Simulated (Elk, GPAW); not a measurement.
An Elk input for a self-consistent single point of Mo (Im-3m, 1 atom in the cell) (DFT, LDA (PW92), all-electron FP-LAPW, Elk's shipped species files, LAPW+lo basis):

```
tasks
  0

rgkmax
  7.5

gmaxvr
  14.0

nxoapwlo
  1

stype
  0

swidth
  0.00183747

maxscl
  100

scale
  5.132131756

avec
   -0.5773502692    0.5773502692    0.5773502692
    0.5773502692   -0.5773502692    0.5773502692
    0.5773502692    0.5773502692   -0.5773502692

sppath
  './'

atoms
  1
  'Mo.in'
  1
  0.0000000000  0.0000000000  0.0000000000    0.0 0.0 0.0

ngridk
  15 15 15
```

**Question.** Translate this input to GPAW.

**Answer.** This is the input that was run; spellings and numerical settings could be chosen otherwise.

```python
from ase import Atoms
from ase.units import GPa
from gpaw import GPAW, PW

atoms = Atoms(['Mo'],
              cell=[[-1.567972, 1.567972, 1.567972],
                    [1.567972, -1.567972, 1.567972],
                    [1.567972, 1.567972, -1.567972]],
              scaled_positions=[[0.000000, 0.000000, 0.000000]],
              pbc=True)

calc = GPAW(mode=PW(550),
            xc='LDA',
            kpts=(15, 15, 15),
            occupations={'name': 'methfessel-paxton', 'width': 0.05, 'order': 0},
            nbands=-7,
            convergence={'density': 1e-05, 'energy': 1e-05},
            symmetry={'symmorphic': False, 'tolerance': 0.0005},
            maxiter=100)

atoms.calc = calc

energy = atoms.get_potential_energy()
print('Energy (eV):', round(energy, 6))
forces = atoms.get_forces()
print('Forces (eV/Ang):')
print(forces.round(5))
stress = atoms.get_stress()
print('Stress (GPa, Voigt):', (stress / GPa).round(4))
```

Basis settings and potentials, where a program has them, do not carry over. This input uses DFT LDA (Perdew-Wang 92), plane waves, GPAW PAW datasets LDA (gpaw-data 1.0.1). LDA parametrisations can differ slightly between programs.

The starting cell comes from a database of computed structures (which also holds hypothetical and non-ambient phases and stackings), without a prior relaxation at this level. Its lattice was rescaled by a random factor within 2.5 % of one.
